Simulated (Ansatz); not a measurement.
For rock salt HfN at 950 K, quasi-harmonic lattice dynamics with Ansatz (an electronic-structure program), PBEsol functional, plane-wave PAW gives a volume expansion coefficient α_V = 26.62 × 10⁻⁶ K⁻¹, an isothermal bulk modulus B_T = 249.6 GPa, a molar volume V_m = 14.063 cm³/mol and C_V = 50.02 J/(mol K). Spin-orbit coupling is not included.

Work out the Grüneisen parameter, C_P and the adiabatic bulk modulus.

γ = α_V B_T V_m / C_V = 1.87. C_P − C_V = α_V² B_T V_m T = 2.36 J/(mol K), so C_P = 52.38 J/(mol K). B_S = B_T C_P/C_V = B_T (1 + α_V γ T) = 261.4 GPa.
